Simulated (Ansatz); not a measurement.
Consider WSi₂ (space group I4/mmm, No. 139; a = 3.202 Å, c = 7.818 Å; relaxed with 0.1 eV smearing). Axes: x, y, z lie along a, b, c of the conventional cell.

Level of theory: PBEsol (Ansatz, a quantum-chemistry and plane-wave program), no spin-orbit coupling.

One thing is altered: the cell is stretched by 1.50 % along x with no lateral relaxation; the atoms relax in the strained cell.

Problem. Predict the stress tensor and what it implies for the stiffness.

Solution. Stress of the strained cell less that of the base (GPa, compression positive):
```
   -6.3     0.0     0.0
    0.0    -1.8     0.0
    0.0     0.0    -1.4
```

Then −Δσ_ii/ε with ε = 0.0150 gives secant stiffness values (nonlinear terms included at this strain): C11 ≈ 419 GPa, C12 ≈ 123 GPa and C13 ≈ 96 GPa.

No phonon test of stability was made. The final runs are not spin-polarised.
